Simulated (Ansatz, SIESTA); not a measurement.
## Code comparison for YIr2 (P1, 6 atoms in the cell)

Self-consistent single point, at a second geometry (atoms moved at random). First geometry:

```xyz
6
Lattice="0.0000 3.7472 3.7472 3.7472 0.0000 3.7472 3.7472 3.7472 0.0000" Properties=species:S:1:pos:R:3 pbc="T T T"
Y      3.7472     3.7472     3.7472
Y      5.6208     5.6208     5.6208
Ir     0.9368     2.8104     2.8104
Ir     2.8104     2.8104     0.9368
Ir     2.8104     0.9368     2.8104
Ir     0.9368     0.9368     0.9368
```

Second geometry:
```yaml
crystal:
  lattice:
    - [0.00000, 3.74717, 3.74717]
    - [3.74717, 0.00000, 3.74717]
    - [3.74717, 3.74717, 0.00000]
  atoms:
    - { symbol: Y, position: [0.48716, 0.50176, 0.51113] }
    - { symbol: Y, position: [0.76327, 0.74494, 0.74846] }
    - { symbol: Ir, position: [0.64021, 0.11687, 0.11615] }
    - { symbol: Ir, position: [0.11514, 0.12814, 0.61907] }
    - { symbol: Ir, position: [0.11223, 0.62771, 0.13173] }
    - { symbol: Ir, position: [0.13200, 0.13059, 0.12345] }
```

Shared settings, as Ansatz (a quantum-chemistry and plane-wave program) writes them: kpoints.mp_grid.grid = 6 6 6; scf.occupations.method = fermi_dirac; scf.occupations.width = 0.136 eV. Potentials and cutoffs stand in the table.

| code | model | ΔF from the first geometry (meV/atom) | pressure (GPa) | largest force (eV/Å) | cutoff |
|---|---|---|---|---|---|
| SIESTA | GGA PBEsol, numerical atomic orbitals DZP, PseudoDojo PBEsol standard norm-conserving potentials (rewritten from UPF to PSML) | 30.2 | -0.65 | 1.551 | grid 300 Ry |
| Ansatz | PBEsol, PAW files made with PBE | 24.5 | 1.08 | 1.193 | default |

Size of the force on each atom (eV/Å): Sizes of forces hide their directions.

| code | Y1 | Y2 | Ir3 | Ir4 | Ir5 | Ir6 |
|---|---|---|---|---|---|---|
| SIESTA | 0.504 | 0.867 | 1.551 | 1.055 | 1.053 | 1.169 |
| Ansatz | 0.525 | 0.804 | 1.193 | 0.850 | 0.826 | 0.915 |

On Ansatz's run: spin-orbit coupling is off. Spin polarisation is off.

The spread over the programs that give each value: ΔF from the first geometry within 5.7 meV/atom; pressure within 1.73 GPa; largest force within 0.358 eV/Å.

SIESTA uses small atom-centred bases, whose incompleteness enters pressures, forces and empty levels differently from a plane-wave cutoff. Ansatz's pressure is given at a fixed set of plane waves, as the other plane-wave codes print theirs; with its correction for the finite basis it is 1.13 GPa.

The starting cell comes from a database of computed structures (which also holds hypothetical and non-ambient phases and stackings), without a prior relaxation at this level. Its lattice was rescaled by a random factor within 2.5 % of one. For this run, on top of that: atoms moved at random.

Keys are those of Ansatz 0.2.
